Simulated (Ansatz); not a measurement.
The starting structures come from a database of crystals and need not be the phases stable at ambient conditions.

The decay constant κ of evanescent states in the gap governs leakage through a thin film.

Here is the system:

```xyz
4
Lattice="3.9966 0.0000 0.0000 0.0000 6.5868 0.0000 1.9983 0.0000 3.4612" Properties=species:S:1:pos:R:3 pbc="T T T"
Be     3.9966     3.2906     2.3075
Be     1.9983     6.5839     1.1537
Te     3.9966     0.8262     2.3075
Te     1.9983     4.1196     1.1537
```

Space group of this cell: P6_3mc, wurtzite. The cell is taken as given.

Transport runs along the normal of the first two printed cell vectors, the (100) plane of the conventional cell.

No gap correction and no spin-orbit coupling; mid-gap values are interpolated between computed energies.

Compute, with r2SCAN in Ansatz (an electronic-structure program), the band gap and the smallest decay constant κ at mid-gap.

Gap 2.58 eV on a 10×6×10 mesh; κ = 0.201 1/Å, at the zone centre.
